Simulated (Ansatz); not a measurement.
Start from InBi in the zinc blende structure (space group F-43m, No. 216; a cell from a computed database, its experimental status unchecked; relaxed with 0.1 eV smearing).

```
CELL_PARAMETERS angstrom
      0.00000     3.36096     3.36096
      3.36096     0.00000     3.36096
      3.36096     3.36096     0.00000
ATOMIC_POSITIONS crystal
  In 0.00000 0.00000 0.00000
  Bi 0.75000 0.75000 0.75000
```

Cartesian axes are those of the cell as printed.

Computed with PBEsol (Ansatz, a first-principles code, PAW, no spin-orbit coupling), earlier PAW set.

One thing is altered: every lattice vector is stretched by 1.01 %, atoms relaxed at fixed cell.

Q: Predict the stress tensor and what it implies for the stiffness.

A: Stress of the strained cell less that of the base (GPa, compression positive):
```
   -1.0     0.0     0.0
    0.0    -1.0     0.0
    0.0     0.0    -1.0
```

Then B = −ΔP/(ΔV/V₀) with ΔV/V₀ = 0.0306 gives secant stiffness values (nonlinear terms included at this strain): B ≈ 33 GPa.

Stability against distortions was not tested.
